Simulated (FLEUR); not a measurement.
Worked example: self-consistent single point of RbBr (Fm-3m, 2 atoms in the cell) in FLEUR

Level of theory: FLEUR with PBE, all-electron FLAPW (FLEUR), scalar-relativistic valence.

This input was run:

Input of the input generator:

```
scf RbBr
&input film=f /
-0.0000000000 3.4553350000 3.4553350000
3.4553350000 -0.0000000000 3.4553350000
3.4553350000 3.4553350000 -0.0000000000
1.8897261246
1.0 1.0 1.0

2
37 0.0000000000 0.0000000000 0.0000000000
35 0.5000000000 0.5000000000 0.5000000000

&comp jspins=1 /
&kpt div1=3 div2=3 div3=3 /
&end /
```

```xml
<?xml version="1.0" encoding="UTF-8" standalone="no"?>
<fleurInput fleurInputVersion="0.39">
   <comment>
      scf RbBr                                                                                            
   </comment>
   <calculationSetup>
      <cutoffs Kmax="3.8" Gmax="15.2" GmaxXC="15.2" numbands="0"/>
      <scfLoop itmax="100" minDistance="0.00001" maxIterBroyd="15" imix="Anderson" alpha="0.05" precondParam="0.0" spinf="2.0"/>
      <coreElectrons ctail="T" frcor="F" kcrel="0" coretail_lmax="0"/>
      <xcFunctional name="pbe" relativisticCorrections="F"/>
      <magnetism jspins="1"/>
      <soc l_soc="F" theta="0.0" phi="0.0" spav="F"/>
      <expertModes spex="0" secvar="F"/>
      <geometryOptimization l_f="T" forcealpha="1.0" forcemix="BFGS" epsdisp="0.00001" epsforce="0.00001"/>
      <ldaU l_linMix="F" mixParam="0.05" spinf="1.0"/>
   </calculationSetup>
   <cell>
      <bzIntegration valenceElectrons="16.0" mode="hist" fermiSmearingEnergy="0.00073499">
         <kPointListSelection listName="default-1"/>
         <!-- k-points included here -->
         <xi:include xmlns:xi="http://www.w3.org/2001/XInclude" href="kpts.xml"> </xi:include>
      </bzIntegration>
      <!-- symmetry operations included here -->
      <xi:include xmlns:xi="http://www.w3.org/2001/XInclude" href="sym.xml"> </xi:include>
      <bulkLattice scale="1.0">
         <bravaisMatrix>
            <row-1>    0.0000000000000000     6.5296368187447404     6.5296368187447404</row-1>
            <row-2>    6.5296368187447404     0.0000000000000000     6.5296368187447404</row-2>
            <row-3>    6.5296368187447404     6.5296368187447404     0.0000000000000000</row-3>
         </bravaisMatrix>
      </bulkLattice>
   </cell>
   <atomSpecies>
      <species name="Rubidium (Rb)" element="Rb" atomicNumber="37">
         <mtSphere radius="2.68" gridPoints="925" logIncrement="0.014"/>
         <atomicCutoffs lmax="10" lnonsphr="8"/>
         <electronConfig flipSpins="F">
            <coreConfig>(1s1/2) (2s1/2) (2p1/2) (2p3/2) (3s1/2) (3p1/2) (3p3/2) (3d3/2) (3d5/2)</coreConfig>
            <valenceConfig>(4s1/2) (4p1/2) (4p3/2) (5s1/2)</valenceConfig>
            <stateOccupation state="(5s1/2)" spinUp="0.5" spinDown="0.5"/>
         </electronConfig>
         <energyParameters s="5" p="5" d="4" f="4"/>
         <lo type="SCLO" l="0" n="4" eDeriv="0"/>
         <lo type="SCLO" l="1" n="4" eDeriv="0"/>
      </species>
      <species name="Bromine (Br)" element="Br" atomicNumber="35">
         <mtSphere radius="2.68" gridPoints="925" logIncrement="0.014"/>
         <atomicCutoffs lmax="10" lnonsphr="8"/>
         <electronConfig flipSpins="F">
            <coreConfig>(1s1/2) (2s1/2) (2p1/2) (2p3/2) (3s1/2) (3p1/2) (3p3/2) (3d3/2) (3d5/2)</coreConfig>
            <valenceConfig>(4s1/2) (4p1/2) (4p3/2)</valenceConfig>
            <stateOccupation state="(4p1/2)" spinUp="0.8333333333333" spinDown="0.8333333333333"/>
            <stateOccupation state="(4p3/2)" spinUp="1.6666666666667" spinDown="1.6666666666667"/>
         </electronConfig>
         <energyParameters s="4" p="4" d="4" f="4"/>
      </species>
   </atomSpecies>
   <atomGroups>
      <atomGroup species="Rubidium (Rb)">
         <relPos label="                   1">.0000000000 .0000000000 .0000000000</relPos>
         <force calculate="T" relaxXYZ="TTT"/>
      </atomGroup>
      <atomGroup species="Bromine (Br)">
         <relPos label="                   2">1.000/2.000 1.000/2.000 1.000/2.000</relPos>
         <force calculate="T" relaxXYZ="TTT"/>
      </atomGroup>
   </atomGroups>
   <output dos="F" band="F" slice="F">
      <checks vchk="F" cdinf="F"/>
      <bandDOS minEnergy="-.5*Htr" maxEnergy="0.5*Htr" sigma="0.015" storeEVData="T"/>
      <vacuumDOS vacdos="F" integ="F" star="F" nstars="0" locx1="0.0" locy1="0.0" locx2="0.0" locy2="0.0" nstm="0" tworkf="0.0"/>
      <unfoldingBand unfoldBand="F" supercellX="1" supercellY="1" supercellZ="1"/>
      <plotting iplot="0" polar="F">
         <plot TwoD="T" vec1="  1.0  0.0  0.0" vec2="  0.0  1.0  0.0" vec3="  0.0  0.0  1.0" zero="  0.0  0.0  0.0" file="plot"/>
      </plotting>
      <chargeDensitySlicing numkpt="0" minEigenval="0.0" maxEigenval="0.0" nnne="0" pallst="F"/>
      <specialOutput eonly="F"/>
      <magneticCircularDichroism mcd="F" energyLo="-10.0" energyUp="0.0"/>
   </output>
  <!-- We include the file relax.xml here to enable relaxations (see documentation) -->
  <xi:include xmlns:xi="http://www.w3.org/2001/XInclude" href="relax.xml"> <xi:fallback/> </xi:include>
</fleurInput>
```

Output, abridged:

```
      Welcome to FLEUR        (www.flapw.de)
      MaX-Release 8.1          (www.max-centre.eu)

 ========== k-point set info ==========
 Selected k-point list: default-1
 k-point list type: mesh
 3 x 3 x 3
 Number of k points: 4

 ------------Calculation Setup---------------------------
           1           2           4
 Number of basis functions:          543
 Iteration:     1   Distance:       3.20513430 me/bohr^3
 Iteration:     2   Distance:       2.87463155 me/bohr^3
 Iteration:     3   Distance:       1.42798246 me/bohr^3
 Iteration:     4   Distance:       0.71462737 me/bohr^3
 Iteration:     5   Distance:       0.57309013 me/bohr^3
 Iteration:     6   Distance:       0.11177350 me/bohr^3
   [... 6 lines left out ...]
 Iteration:    13   Distance:       0.00008706 me/bohr^3
 Iteration:    14   Distance:       0.00001971 me/bohr^3
 Iteration:    15   Distance:       0.00001130 me/bohr^3
 Iteration:    16   Distance:       0.00001052 me/bohr^3
 Iteration:    17   Distance:       0.00000502 me/bohr^3

 Run finished successfully
 Stop message:
   Structural relaxation: Done

[file out, last iteration]
             iter=     18
          p o t e n t i a l   g e n e r a t o r
[...]
          integral of pseudo charge density inside the slab=        0.000000   0.000000
     coulomb potential in the interstitial region:
          density-coulomb potential integrals
          total density-coulomb potenti    -8752.1517462837
          density-effective potential integrals for spin  1
          total density-effective poten   -9.0037211069E+03
          charge density-energy density integrals
          total charge density-energy d   -1.9323237602E+02
 Updated energy parameters for spin:           1
  Atom    1 5s branch from -0.79 to  2.43 htr. ; e_l =  0.1779
  Atom    1 5p branch from -0.10 to  3.04 htr. ; e_l =  0.2858
  Atom    1 4d branch from -3.53 to  1.01 htr. ; e_l =  0.2870
  Atom    1 4f branch from -9.99 to  2.09 htr. ; e_l =  0.4927
  Atom    1 4s branch from-10.66 to -0.79 htr. ; e_l(l -0.8873
  Atom    1 4p branch from -7.97 to -0.10 htr. ; e_l(l -0.3080
  Atom    2 4s branch from -8.41 to -0.24 htr. ; e_l = -0.4343
  Atom    2 4p branch from -6.04 to  0.38 htr. ; e_l = -0.0035
  Atom    2 4d branch from -2.12 to  1.40 htr. ; e_l =  0.3587
  Atom    2 4f branch from -9.99 to  2.34 htr. ; e_l =  0.5377
[...]
 fermi energy and band-weighting factors:
at   0.33333   0.33333   0.33333   k-weight:    0.296296
   13 eigenvalues :
   -0.886040   -0.434739   -0.301075   -0.301075   -0.299743   -0.014500    0.003760    0.003760
    0.242236    0.280015    0.324836    0.324836    0.362835
   [... 2 blocks of this kind left out ...]

[...]
FERMIE:
          first approx. to ef    (T=0)  :   0.013097 htr   (energy of the highest occ. eigenvalue)
          number of occ. states  (T=0)  :         32
          first approx. to seigv (T=0)  :  -4.456010 htr
          sum of weights of occ. states :   8.000000
          sum of semicore charge        :   0.000000 e
FERHIS:  Fermi-Energy by histogram:
          bandgap                     :   0.160816 htr
          charge neutrality (T=0)     :   0.000000    (zero if the highest occ. eigenvalue is "entirely" occupied)
          no eigenvalues within 8 tkb of ef reverts to the t=0 k method.
          number of occ. states       :        32
          sum of the valence weights  :    8.000000
          entropy         :   0.000000 *kb htr/K =   0.00000 htr/K
          sum of val. single particle energies:        -4.4560104849 htr
 Direct bandgap for spin            1 :   0.16081585105258295       Htr
 at k-point            4  with k-vector    0.0000000000000000        0.0000000000000000        0.0000000000000000
          valence density: spin= 1
[...]
     l-like charge
     atom     s        p        d        f        total
 -->  1    1.96733  5.49689  0.03663  0.00368    7.50518
 -->  2    1.83840  4.35127  0.00353  0.00087    6.19435
          total charge for spin  1=   16.000000
          interst. charge =       2.300471
          mt charge=              7.505181    6.194348
          total charge  =   16.000000
          z= 37.     r(1)=  0.645805E-05     dx= 0.014000     m.t.index= 925
               n    l     j    energy       weight
               1.   0.   0.5 -551.9842      2.0000
               2.   0.   0.5  -73.4746      2.0000
               2.   1.   0.5  -66.6122      2.0000
   [... 6 lines left out ...]
          atom type    1  (spin 1)
          kinetic energy=  0.302842764278E+04     sum of the eigenvalues= -0.174614900847E+04
          0.00005933  electrons lost from core.
          z= 35.     r(1)=  0.645805E-05     dx= 0.014000     m.t.index= 925
               n    l     j    energy       weight
               1.   0.   0.5 -488.9285      2.0000
               2.   0.   0.5  -63.3276      2.0000
               2.   1.   0.5  -56.9925      2.0000
   [... 6 lines left out ...]
          atom type    2  (spin 1)
          kinetic energy=  0.265031988683E+04     sum of the eigenvalues= -0.151378246773E+04
          0.00062546  electrons lost from core.
          total charge for spin  1=   72.000000
          interst. charge =       2.301155
          mt charge=             35.505122   34.193723
          total charge  =   72.000000
          zc=    72.000000     qfix=    1.000000
     t o t a l  e n e r g y
          sum of eigenvalues =             -3264.3874866828
          density-coulomb potential int    -8752.1517462837
          density-effective potential i    -9003.7211069008
          charge density-ex.-corr.energ     -193.2323760230
          el.-nucl. inter. diff. m.t.       3592.6672069669
          Madelung term for atom type:       -11.9886837722
          el.-nucl. inter. diff. m.t.       3144.9142618647
          Madelung term for atom type:        -8.7168818366
 ---->    total energy=                    -5588.2616633871 htr
 ---->    (input%tkb*entropy) TS=              0.0000000000 htr
 ---->    free energy=                     -5588.2616633871 htr
      extrapolation for T->0
 ---->    total electron energy=           -5588.2616633871 htr
 ***** TOTAL FORCES ON ATOMS *****
 TOTAL FORCE FOR ATOM TYPE=  1  X=  0.000   Y=  0.000   Z=  0.000
                       FX_TOT= 0.000000 FY_TOT= 0.000000 FZ_TOT= 0.000000
 TOTAL FORCE FOR ATOM TYPE=  2  X=  6.530   Y=  6.530   Z=  6.530
                       FX_TOT= 0.000000 FY_TOT= 0.000000 FZ_TOT= 0.000000
 Structural relaxation: Done
```

The run converged in 17 iterations. FLEUR gives forces in its relaxation mode, with a further iteration, so its stop message speaks of a relaxation.

The starting cell has typed, rounded lattice constants, without a prior relaxation at this level. Its lattice was rescaled by up to half a per cent. Values depend on the basis (sphere radii, cutoffs, local orbitals), which need not be converged.

Cost on one core of a shared machine: roughly 40 s.
